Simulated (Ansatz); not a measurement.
**Hypothetical Pm-3m WC: response to strain**

Take WC (space group Pm-3m, No. 221; a = 4.1850 Å; a hypothetical phase, not in the database extracts checked) as the base. Axes: x, y, z lie along the cube axes.

Strains are applied to the cell and any free atomic positions relax; under biaxial strain the out-of-plane vector relaxes too; under stress the whole cell relaxes.

Levels (all Ansatz, an electronic-structure program, PAW): PBEsol (420 eV, scalar-relativistic without spin-orbit coupling); r2SCAN (500 eV, scalar-relativistic without spin-orbit coupling).

Pressures by level, all at the geometries relaxed with PBEsol:

| case | PBEsol | r2SCAN |
|---|---|---|
| base | 0.0 GPa | 4.2 GPa |
| biaxial strain +1.92 %, plane normal [001], relaxed out of plane | -8.2 GPa | ? |
| biaxial strain −2.64 %, plane normal [111], relaxed out of plane | 7.0 GPa | ? |
| isotropic strain +0.54 % | -4.8 GPa | ? |
| uniaxial stress, 3 GPa compression along x | 1.0 GPa | 5.2 GPa |

Question: Complete the table.

Answer: 
- biaxial strain +1.92 %, plane normal [001], relaxed out of plane, r2SCAN: -4.5 GPa
- biaxial strain −2.64 %, plane normal [111], relaxed out of plane, r2SCAN: 11.4 GPa
- isotropic strain +0.54 %, r2SCAN: -0.9 GPa

Single points use the geometry relaxed with PBEsol. Their cutoffs differ, which shifts pressures a little. Without a gap, meshes like the base's 11×11×11 leave anisotropic stresses uncertain by several tenths of a GPa, and small strain energies with them. Beyond what the load breaks, stability against distortions was not tested. The final runs are not spin-polarised.
